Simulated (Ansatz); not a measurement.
The reference is Ru in the hcp (Mg type) structure (space group P6_3/mmc, No. 194).

```
Ru
1.0
    2.70456     0.00000     0.00000
   -1.35228     2.34222     0.00000
    0.00000     0.00000     4.26009
Ru
2
Direct
  0.33333   0.66667   0.75000
  0.66667   0.33333   0.25000
```

Cartesian axes are those of the cell as printed.

Calculations: Ansatz (a program for electronic structure) r2SCAN, scalar-relativistic without spin-orbit coupling.

Before the change:

```
Quantity            Value
---------------  --------
Volume per atom  13.49 Å³
Pressure          0.0 GPa
```

It is then changed as follows: compressive biaxial strain of 2.04 % in the plane normal to [001], as in epitaxy on a mismatched substrate; the out-of-plane cell vector and the atoms relax.

Task: What does the calculation give for the volume per atom after the change?

Result: The volume per atom shrinks by 0.40 Å³ to 13.09 Å³.

Task: What happens to the pressure?

Result: The pressure (mean of the normal stresses, compression positive) goes from zero to 10.8 GPa.

Without a gap, meshes like the base's 20×20×11 leave anisotropic stresses uncertain by several tenths of a GPa, and small strain energies with them. No phonon test of stability was made. All final runs are without spin polarisation.
